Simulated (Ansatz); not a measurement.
We consider hcp Gd, described by PBEsol in Ansatz (PAW).

Settings: plane-wave cutoff 520 eV, 18×18×10 k mesh (along the axes of the cell as run), Fermi–Dirac smearing 0.05 eV, spin-polarised with parallel moments, scalar-relativistic PAW data made under PBE.

Computed at the level's own relaxed cell.

Q: What does this level give for the bulk modulus, lattice parameter a and c axis length?

A: 
* **bulk modulus**: 35.7 GPa
* **lattice parameter a**: 3.566 Å
* **c axis length**: 5.695 Å

The run finds no gap.

Measured, for comparison: bulk modulus 37.9 GPa (room temperature, no zero-point or thermal correction; as tabulated in Wikipedia's data pages); lattice constant a 3.634 Å (293 K, no zero-point or thermal correction, our sources range from 3.634 to 3.640; as tabulated in Wikipedia's data pages); lattice parameter c 5.782 Å (293 K, no zero-point or thermal correction; as tabulated in Wikipedia's data pages). Computed (rounded) less measured: bulk modulus -6 %, lattice constant a -1.9 % (-1.9 % to -2.0 % over the range), lattice parameter c -1.5 %. A static lattice is as a rule a little smaller and stiffer than an uncorrected measurement, which narrows the difference in the lattice constant a, lattice parameter c and would widen misses of the other sign.

Note: the 4f shell is treated without U or exact exchange, so its levels and filling can be wrong; the collinear magnetic order is the start's and need not be the measured one; the bulk modulus comes from volumes at which shape and atoms were relaxed.

Spin–orbit coupling is not included.

Static lattice: no zero-point or thermal effects.

Computing time: very roughly 15 core-minutes.

Ansatz is an electronic-structure program.
